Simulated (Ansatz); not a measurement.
# metastable polar orthorhombic HfO2: the defect Fe_Hf

All values below come from HSE06, PAW (plane waves to 420 eV; Ansatz, a quantum-chemistry and plane-wave program). Set-up: 96-site cell; PBE lattice, 11.41 Å³ a site; 2×2×2 shifted k-points; start: the Hf site; no spin–orbit coupling; not converged in cell size; atoms relaxed at one k-point.

Neighbours after relaxation, in Å: of the Fe atom: O 1.97, O 2.01, O 2.08, O 2.10, O 2.16, O 2.25, O 2.77.

| charge | moment (μB) | point group | largest move off a lattice site (Å) |
|---|---|---|---|
| −1 | 5.0 | C1 | 0.27 |

Point groups are those of the whole cell at tolerances of 0.03 and 0.1 Å ("near" where only the looser one holds); none is given for unsettled states.

No usable result was obtained for charge +1, 0, −2.
